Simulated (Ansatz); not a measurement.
## Several settings converged on CoAl (Pm-3m, 2 atoms in the cell)

```yaml
crystal:
  lattice:
    - [2.85142, 0.00000, 0.00000]
    - [0.00000, 2.85142, 0.00000]
    - [0.00000, 0.00000, 2.85142]
  atoms:
    - { symbol: Al, position: [0.50000, 0.50000, 0.50000] }
    - { symbol: Co, position: [0.00000, 0.00000, 0.00000] }
```

Base method: PBEsol, PAW files made with PBE (plane waves; Ansatz, a quantum-chemistry and plane-wave program).

Base settings: basis.ecutwfc = 30.9 Ry; kpoints.mp_grid.grid = 12 12 12; hamiltonian.xc = pbesol; hamiltonian.pseudopotentials = {kind: paw} (the program's default PAW files); scf.occupations.method = gaussian; scf.occupations.width = 0.0073 Ry.

Core times come from one kind of shared machine, to one figure; runs under 30 s give none.

**Zone-centre phonons against the cutoff**

In this ladder: phonons.method = dfpt.

The mesh stays at the base's, so the ladder's end is converged at best in this setting alone.

Frequencies are those of the unrelaxed cell, without the LO-TO term of polar crystals.

Only quantities that move along the ladder and can be compared are tabulated.

| basis.ecutwfc | highest zone-centre frequency (cm⁻¹) |
|---|---|
| 15.4 Ry | 328.6 |
| 18.4 Ry | 292.1 |
| 21.7 Ry | 315.5 |
| 26.1 Ry | 321.7 |
| 30.9 Ry | 321.3 |
| 37.1 Ry | 321.3 |
| 46.3 Ry | 321.3 |

Coarsest basis.ecutwfc that holds the highest zone-centre frequency within 10 cm⁻¹ of the last step, with all finer ones: 21.7 Ry; the step before is off by 29 cm⁻¹.

**The q mesh of the phonons**

In this ladder: phonons.method = dfpt.

Only quantities that move along the ladder and can be compared are tabulated.

Thermal sums run over frequencies interpolated from this q mesh.

| phonons.qmesh | zero-point energy (meV/atom) | vibrational free energy at 300 K (meV/atom) | core time / last (rough) |
|---|---|---|---|
| 1 1 1 | 40.73 | 4.11 | – |
| 2 2 2 | 49.23 | 20.22 | 0.2 |
| 3 3 3 | 49.06 | 19.81 | 0.4 |
| 4 4 4 | 49.04 | 19.79 | 1 |

Coarsest phonons.qmesh that holds the vibrational free energy at 300 K within 2 meV/atom of the last step, with all finer ones: 2 2 2, at about 0.2 of the last step's time; the step before is off by 16 meV/atom.

Coarsest phonons.qmesh that holds the zero-point energy within 0.5 meV/atom of the last step, with all finer ones: 2 2 2, at about 0.2 of the last step's time; the step before is off by 8.3 meV/atom.

On the base run: the starting cell has typed, rounded lattice constants, without a prior relaxation at this level. Its lattice was rescaled by up to half a per cent. Spin polarisation is off. In the base run, with a pressure of about -6 GPa the cell is away from its equilibrium volume at this level.

Keys are those of Ansatz 0.2.
